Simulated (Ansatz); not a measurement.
The starting structures come from a database of crystals and need not be the phases stable at ambient conditions.

The decay constant κ of evanescent states in the gap governs leakage through a thin film.

Given:

```
PbCN2
1.0
    3.85213     0.00000     0.00000
    0.00000    11.92522     0.00000
    0.00000     0.00000     5.57269
Pb C N
4 4 8
Cartesian
  2.88909  10.30553   4.96541
  0.96303   1.61969   0.60728
  0.96303   4.34292   3.39362
  2.88909   7.58230   2.17907
  2.88909   1.22517   3.45144
  0.96303  10.70006   2.12125
  0.96303   7.18778   4.90760
  2.88909   4.73744   0.66509
  0.96303   6.69357   3.76032
  2.88909   5.23165   1.81237
  2.88909   0.73096   4.59872
  0.96303  11.19426   0.97397
  0.96303   7.74015   0.42510
  2.88909   4.18507   5.14760
  2.88909   1.77754   2.36125
  0.96303  10.14768   3.21144
```

The cell was relaxed by PBE-D3(BJ); by r2SCAN it stands under a pressure of -1.5 GPa.

Transport runs along the normal of the first two printed cell vectors.

The gap is the functional's own. No spin-orbit coupling. Mid-gap values are those at the computed energy nearest the middle.

State the band gap and the smallest decay constant κ at mid-gap according to r2SCAN (Ansatz, a first-principles code).

Gap 1.96 eV on a 8×4×6 mesh; κ = 0.213 1/Å, at (0.500, 0.000) of the in-plane reciprocal vectors. At the zone centre the slowest state has κ = 0.34 1/Å.
